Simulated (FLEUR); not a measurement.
# Equation of state of zinc-blende BeSe (space group 216): energy against volume (FLEUR, PBE)

```
CELL_PARAMETERS angstrom
      0.00000     2.52430     2.52430
      2.52430     0.00000     2.52430
      2.52430     2.52430     0.00000
ATOMIC_POSITIONS crystal
  Be 0.00000 0.00000 0.00000
  Se 0.75000 0.75000 0.75000
```

Level of theory: PBE, all-electron FLAPW (FLEUR), scalar-relativistic valence in FLEUR. Settings: Kmax = 4.9 1/bohr; GmaxXC = 14.7 1/bohr; xcFunctional = pbe; jspins = 1; l_soc = F; mode = hist; fermiSmearingEnergy = 0.00036749 Htr; mesh (inpgen div1-3) = 11 11 11; inpgen gamma flag = false; Gmax = 14.7 1/bohr; numbands = 0; maxIterBroyd = 99; imix = Anderson; alpha = 0.05; precondParam = 0; minDistance = 1e-05 me/bohr^3. The cell above is the first row's. The rows scale it uniformly. In all rows fractional positions and the k mesh are held. E is the free energy at the stated smearing, counted from the lowest row.

| V (Å^3/atom) | E (meV/atom) |
|---|---|
| 16.085 | 32.37 |
| 16.435 | 18.04 |
| 16.784 | 8.15 |
| 17.134 | 2.25 |
| 17.484 | 0.00 |
| 17.834 | 1.05 |
| 18.183 | 5.07 |
| 18.533 | 11.82 |
| 18.883 | ? |

Q: Using the third-order Birch-Murnaghan form, a cubic in V^(-2/3), estimate the missing E at V = 18.883 from the other rows, showing the fit.

A: With u = V^(-2/3) - 0.150, the rows have u = 0.006935, 0.004699, 0.002547, 0.000462, -0.001553, -0.003501, -0.005382, -0.007208. Least squares gives E = 1.438 + 1574.58·u + 417197·u² - 150136·u³. Residuals (row less fit): -0.002, 0.007, -0.002, -0.004, 0.001, 0.005, -0.002, 0.000; standard error 0.005 (degrees of freedom: 4). Its minimum lies at u = -0.001885, so V0 = (0.148115)^(-3/2) = 17.54. There d²E/du² = 836100 and d³E/du³ = -900800, so B0 = (4/9) × 17.54^(-7/3) × 836100 × 0.160218 = 74.5 GPa (the last factor turns the table's units into GPa), and B0' = 4 + (2/3) × 0.148115 × (-900800)/836100 = 3.9. At the withheld row, u = -0.008978, so E = 1.438 + 1574.58 × (-0.008978) + 417197 × (-0.008978)² - 150136 × (-0.008978)³ = 21.038 meV/atom. The calculation gives 21.02 meV/atom, 0.018 meV/atom below the prediction (0.1 % of the range of E in the table). The row lies outside the fitted rows, so this is an extrapolation. From the scatter of the fitted rows alone, a prediction at this place has a standard error of 0.012 meV/atom, so the miss is 1.5 times that.

Carrying the step between the two nearest rows on in a straight line would have given 18.57, off by 2.45; series whose last step already gives the withheld value aren't shown. The scan was laid around a cell of about the measured size, scaled by a guess for this functional. The runs keep the symmetry of the cell, so they don't test it for distortions. Values depend on the basis (sphere radii, cutoffs, local orbitals), which need not be converged. Cutoffs and mesh are single choices, not tested for convergence of this quantity. Series with a scatter that would blur these digits, or in which a gap closes, are not shown. Nor are scans whose minimum lies at an end fitted in this form.
